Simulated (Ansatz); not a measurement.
The starting structures come from a database of crystals and need not be the phases stable at ambient conditions.

Where the default PAW files enter, the runs use the earlier of Ansatz's two default sets.

Inside the gap of an insulator the Bloch states are evanescent, with a wavenumber k + iκ along the transport direction.

Here is the system:

```
Nb2O5
1.0
    3.85882     0.00000     0.00000
    0.00000     4.01862     0.00000
    1.92941    -0.09523     6.50305
Nb O
2 5
Direct
  0.14652   0.93194   0.70696
  0.85348   0.06806   0.29304
  0.14904   0.48437   0.70192
  0.85096   0.51563   0.29808
  0.00000   0.00000   0.00000
  0.31490   0.00543   0.37020
  0.68510   0.99457   0.62980
```

Space group of this cell: C2/m. The cell is taken as given; by r2SCAN its mean pressure is -6.0 GPa.

Transport runs along the normal of the first two printed cell vectors.

No gap correction and no spin-orbit coupling; mid-gap is the computed energy nearest the middle.

Task: Give the band gap and the smallest decay constant κ at mid-gap that r2SCAN in Ansatz (a quantum-chemistry and plane-wave program) yields.

Result: Gap 2.60 eV on a 8×8×8 mesh; κ = 0.327 1/Å, at (0.500, 0.000) of the in-plane reciprocal vectors. At the zone centre the slowest state has κ = 0.42 1/Å.
